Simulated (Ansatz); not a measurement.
## SiC in the wurtzite structure (space group P6_3mc, No. 186)

```
CELL_PARAMETERS angstrom
      3.07531     0.00000     0.00000
     -1.53765     2.66329     0.00000
      0.00000     0.00000     5.04816
ATOMIC_POSITIONS crystal
  Si 0.66667 0.33333 0.00050
  Si 0.33333 0.66667 0.50050
  C  0.66667 0.33333 0.62470
  C  0.33333 0.66667 0.12470
```

The values are results of r2SCAN (Ansatz, an electronic-structure program; PAW; 500 eV plane waves; spin-orbit coupling left out), not measurements. Γ-centred 12×12×7 mesh, Fermi–Dirac width 0.05 eV.

```json
{
  "volume_per_atom": "10.34 Å³",
  "density": "3.22 g/cm³",
  "band_gap": "2.65 eV, indirect, Γ → K",
  "electron_mass": "0.26 mₑ along c, 0.43 mₑ across",
  "total_energy": "-445.663 eV/atom (σ→0; compares only within this code and set-up)"
}
```

Masses are band curvatures over ±0.01 Å⁻¹ around the edge. Whether these cells are dynamically stable was not tested.
